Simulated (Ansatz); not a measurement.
Take La₂O₃ (space group P-3m1, No. 164; a = 3.906 Å, c = 6.039 Å) as the base.

Computed with DFT with PBEsol, PAW potentials and a 420 eV plane-wave cutoff in Ansatz (a program for electronic structure), no spin-orbit coupling, earlier PAW set.

One change was made to it. Results:

The shortest interatomic distance goes up by 0.5507 Å to 2.899 Å; the band gap drops by 2.098 eV, from 3.77 eV to 1.68 eV.

Task: Which of these changes matches the shifts?
A. O → Se
B. O → N
C. O → S

Result: A, O → Se. For comparison, the band gap in the other runs: O → S gives 2.11 eV; O → N gives zero.

Other magnetic orders, which the real material may have, were not ruled out. Whether these cells are dynamically stable was not tested. As relaxed here, La2Se3, La2S3 and La2N3 are hypothetical phases, not in the database extracts checked.
